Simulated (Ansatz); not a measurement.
Take Ge in the diamond structure (space group Fd-3m, No. 227) as the base.

```
Ge
1.0
    0.00000     2.83808     2.83808
    2.83808     0.00000     2.83808
    2.83808     2.83808     0.00000
Ge
2
Direct
  0.50000   0.50000   0.50000
  0.75000   0.75000   0.75000
```

All numbers come from plane-wave PAW DFT at the PBEsol level (Ansatz, an electronic-structure program, 420 eV), spin-orbit coupling left out.

The change: the cell is scaled by 0.9519 in all directions, atoms relaxed at fixed cell.

Task: Predict the new energy relative to the base.

Result: The energy increases by 120 meV/atom.

Task: What happens to the valley order?

Result: The valley order (the lowest conduction-band minima on the path, energy above the VBM, named in the base's zone) comes out as a point along ⟨100⟩, about 0.9 Å⁻¹ from Γ 0.26 eV; L along ⟨111⟩ 0.57 eV; Γ 1.30 eV.

The levels and masses belong to the bands next to the band gap. The cells carry an imposed strain or load. No phonon test of stability was made.
